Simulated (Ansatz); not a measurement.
**Effect of Cu → Ag on CrCuO2**

Take CrCuO$_{2}$ (space group R-3m, No. 166; a = 2.964 Å, c = 16.920 Å (hexagonal axes); ferromagnetic) as the base.

It is then changed as follows: Ag takes the place of Cu on all its sites, then cell and atoms are relaxed.

The values are results of PBEsol/PAW in Ansatz (a program for electronic structure), no SOC, not measurements. k-mesh 13×13×13 (Γ-centred); smearing 0.05 eV (Fermi–Dirac).

The volume per atom increases by 0.99 Å³ to 11.72 Å³ and the density increases by 1.09 g/cm³ (5.71 g/cm³ → 6.80 g/cm³). The c/a ratio increases by 0.513 to 6.222 and the space group stays R-3m (No. 166). The shortest interatomic distance increases by 0.1455 Å (1.829 Å → 1.975 Å) and the band gap drops by 0.64 eV to 0.28 eV. The gap character becomes indirect, S₂–F (13 % along) → Γ (base: indirect, S₂–F (13 % along) → L) and the smallest direct gap shrinks by 0.40 eV, from 1.16 eV to 0.76 eV. The width of the top valence band rises by 1.27 eV to 3.19 eV and the electron mass amounts to 0.25 mₑ along c, 1.7 mₑ across (at Γ). The magnetic state is still ferromagnetic and the largest site moment is nearly the same (2.38 μB against 2.35 μB).

Cost of the whole job for the changed cell (relaxation, final SCF and bands): about 5 core-minutes (a rough figure).

Effective masses come from finite differences of ±0.01 Å⁻¹. No phonon test of stability was made. No Hubbard U is applied and the magnetic state is the run's own (CrAgO2 ferromagnetic; CrCuO2 ferromagnetic); other magnetic orders, which need larger cells, were not tried and can change the gap. Where the two band edges lie in opposite spin channels, the gap is a spin-flip gap. A zero or small gap of CrAgO2 can be the functional's error rather than a property of the material.
